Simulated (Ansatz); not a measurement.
The reference is Zr in the hcp (Mg type) structure (space group P6_3/mmc, No. 194; a = 3.244 Å, c = 5.158 Å; relaxed with 0.1 eV smearing). Axes: x lies along a and z along c of the hexagonal cell.

Structures relaxed with Ansatz (a first-principles code) r2SCAN, scalar-relativistic without spin-orbit coupling.

Base:

Simulated powder pattern, Cu Kα1, λ = 1.54056 Å (kinematic, ideal powder, no thermal factors, no anomalous dispersion; the 10 strongest lines at most, above 2 %, up to 2θ = 90°):

| 2θ (°) | I/Imax (%) | hkl |
|---|---|---|
| 31.82 | 24 | (100) |
| 34.76 | 25 | (002) |
| 36.38 | 100 | (101) |
| 47.84 | 15 | (102) |
| 56.70 | 18 | (110) |
| 63.37 | 19 | (103) |
| 68.25 | 21 | (112) |
| 69.26 | 15 | (201) |
| 77.27 | 3.6 | (202) |
| 82.18 | 3.1 | (104) |

Now apply this change: the cell is compressed by 2.50 % along z with no lateral relaxation, atoms relaxed at fixed cell.

After the change:

Simulated powder pattern, Cu Kα1, λ = 1.54056 Å (kinematic, ideal powder, no thermal factors, no anomalous dispersion; the 10 strongest lines at most, above 2 %, up to 2θ = 90°):

| 2θ (°) | I/Imax (%) | hkl |
|---|---|---|
| 31.82 | 24 | (100) |
| 35.68 | 24 | (002) |
| 36.61 | 100 | (101) |
| 48.55 | 15 | (102) |
| 56.70 | 18 | (110) |
| 64.70 | 18 | (103) |
| 68.82 | 20 | (112) |
| 69.40 | 15 | (201) |
| 77.82 | 3.6 | (202) |
| 84.32 | 3.0 | (104) |

The indices refer to the base's conventional cell; one index is shown for lines that coincide.

The cells carry an imposed strain or load. No phonon test of stability was made. The final runs are not spin-polarised.
